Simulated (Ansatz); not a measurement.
## Si, pressure series

Take Si in the diamond structure (space group Fd-3m, No. 227; a = 5.470 Å) as the base.

Cell and atoms are relaxed at each pressure.

Levels (all Ansatz, a quantum-chemistry and plane-wave program, PAW): PBE (420 eV, spin-orbit coupling left out); r2SCAN (500 eV, no spin-orbit coupling).

The base cell above is that of PBE; each level relaxes its own structures.

```tsv
case	band gap, PBE	band gap, r2SCAN
pressure −2 GPa	0.65 eV	?
pressure −1 GPa	0.63 eV	0.79 eV
pressure 0.3 GPa	0.61 eV	?
pressure 0.7 GPa	0.60 eV	0.76 eV
pressure 1.5 GPa	0.58 eV	0.75 eV
pressure 3 GPa	0.56 eV	0.72 eV
pressure 5 GPa	0.52 eV	?
pressure 7.5 GPa	0.47 eV	?
pressure 10 GPa	0.43 eV	0.61 eV
```

**Question.** Complete the table.

**Answer.** 
- pressure −2 GPa, band gap, r2SCAN: 0.81 eV
- pressure 0.3 GPa, band gap, r2SCAN: 0.77 eV
- pressure 5 GPa, band gap, r2SCAN: 0.69 eV
- pressure 7.5 GPa, band gap, r2SCAN: 0.65 eV

PBE lies below r2SCAN in every row, by 0.16 eV to 0.18 eV. They put the cases in the same order.

Load acts through the strain it causes; cell and atoms are relaxed under it. No phonon test of stability was made. Tetrahedral semiconductors of this kind turn to denser phases somewhere between about 1 and 50 GPa; those were not computed, so compressed cells here can lie past the real transition.
